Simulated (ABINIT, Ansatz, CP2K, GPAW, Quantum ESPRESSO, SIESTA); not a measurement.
**Code comparison for TiAlPt (P6_3/mmc, 6 atoms in the cell)**

Self-consistent single point.

```
TiAlPt
1.0
    4.41685     0.00000     0.00000
   -2.20843     3.82510     0.00000
    0.00000     0.00000     5.40771
Ti Al Pt
2 2 2
Direct
  0.00000   0.00000   0.00000
  0.00000   0.00000   0.50000
  0.33333   0.66667   0.25000
  0.66667   0.33333   0.75000
  0.66667   0.33333   0.25000
  0.33333   0.66667   0.75000
```

All programs got the same cell, k-point mesh and kind of occupations (in Ansatz's words: kpoints.mp_grid.grid = 6 6 4; scf.occupations.method = fermi_dirac; scf.occupations.width = 0.05 eV); potentials, basis and cutoffs are each program's usual ones.

| code | model | pressure (GPa) | k-points | cutoff |
|---|---|---|---|---|
| CP2K | PBEsol, GPW, DZVP-MOLOPT-SR-GTH basis, GTH-PBE potentials (GTH_POTENTIALS) | -1.86 | 144 | grid 600 Ry |
| SIESTA | GGA PBEsol, numerical atomic orbitals TZP, PseudoDojo PBEsol standard norm-conserving potentials (rewritten from UPF to PSML) | -4.27 | 89 | grid 300 Ry |
| Quantum ESPRESSO | PBEsol, GBRV 1.5 ultrasoft (PBESOL) pseudopotentials | -2.90 | 21 | 50 Ry |
| ABINIT | PBEsol, norm-conserving pseudopotentials (PseudoDojo nc-sr-04 PBEsol standard) | -2.76 | 21 | 42 Ha |
| GPAW | PBEsol, GPAW PAW datasets PBEsol (made by gpaw-setup) | -2.11 | 21 | 800 eV |
| Ansatz | PBEsol, PAW files made with PBE | -2.73 | 21 | 420 eV |

The spread over the programs that give each value: pressure within 2.41 GPa.

The starting cell comes from a database of computed structures (which also holds hypothetical and non-ambient phases and stackings), without a prior relaxation at this level. On Ansatz's run: Spin-orbit coupling is off. Spin polarisation is off.

Why do the programs differ, and what cannot be compared?

Differences of this kind can come from the potentials, where these differ, and from what each basis and cutoff leave unconverged. The valence holds different numbers of electrons (CP2K 66, SIESTA 66, Quantum ESPRESSO 62, ABINIT 66, GPAW 62, Ansatz (an electronic-structure program) 66). The zero of total energies and Fermi levels follows the potentials and each program's conventions, so they are not compared here. CP2K and SIESTA use small atom-centred bases, whose incompleteness enters pressures, forces and empty levels differently from a plane-wave cutoff. Ansatz's pressure is given at a fixed set of plane waves, as the other plane-wave codes print theirs; with its correction for the finite basis it is -2.69 GPa. The programs reduce the same mesh by symmetry to different extents, which changes the work and not the result. In the pressure, SIESTA (by 1.53) lies more than 1 GPa from the median of the plane-wave programs.

Left out of this page: Elk and FLEUR (not drawn, or without a comparable value).

Keys are those of Ansatz 0.2.
